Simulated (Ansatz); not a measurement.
# LaScHO₂ (model structure, started from the SrVO2H type, P4/mmm, No. 123, 5 atoms in the cell): properties by level of theory

```json
[
 {"level (code)": "PBE (Ansatz)", "lattice parameter a (Å)": "4.151", "lattice parameter c (Å)": "3.772", "bulk modulus B0 (GPa)": "120"},
 {"level (code)": "PBEsol (Ansatz)", "lattice parameter a (Å)": "4.102", "lattice parameter c (Å)": "3.713", "bulk modulus B0 (GPa)": "132"},
 {"level (code)": "r²SCAN (Ansatz)", "lattice parameter a (Å)": "4.135", "lattice parameter c (Å)": "3.746", "bulk modulus B0 (GPa)": "131"}
]
```

Caveats: the bulk modulus is −V dP/dV from two relaxed cells at ±2 % in volume (PBE, PBEsol, r²SCAN). Ansatz's density-functional and Hartree–Fock values are scalar-relativistic unless marked +SOC, with PAW data made under PBE.

A model structure was made by putting elements into a prototype or built by hand; it is no filed structure, need not be a known phase, and can be a saddle point held by its symmetry.

Ansatz is an electronic-structure program.
